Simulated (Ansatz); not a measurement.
The reference is ZrSi2 (space group Cmcm, No. 63).

```xyz
6
Lattice="1.8523 -7.3976 0.0000 1.8523 7.3976 0.0000 0.0000 0.0000 3.6790" Properties=species:S:1:pos:R:3 pbc="T T T"
Si     1.8523    -6.6114     2.7593
Si     1.8523     6.6114     0.9198
Si     1.8523     3.7020     2.7593
Si     1.8523    -3.7020     0.9198
Zr     1.8523    -1.5592     2.7593
Zr     1.8523     1.5592     0.9198
```

Method: PBE, PAW, 420 eV (Ansatz, a program for electronic structure; without spin-orbit coupling), earlier PAW set.

One change was made to it. Results:

| quantity | base | after |
|---|---|---|
| shortest interatomic distance | 4.573 bohr | 4.560 bohr |
| density | 4.86 g/cm³ | 4.94 g/cm³ |
| band gap | zero | zero |

Q: Which of these changes matches the shifts?
A. pressure 2.1 GPa
B. pressure −2 GPa
C. pressure 15 GPa

A: A, pressure 2.1 GPa. For comparison, the shortest interatomic distance in the other runs: pressure −2 GPa gives 4.587 bohr; pressure 15 GPa gives 4.505 bohr.

Load acts through the strain it causes; cell and atoms are relaxed under it. No phonon test of stability was made. Competing high-pressure phases were not computed. The final runs are not spin-polarised.
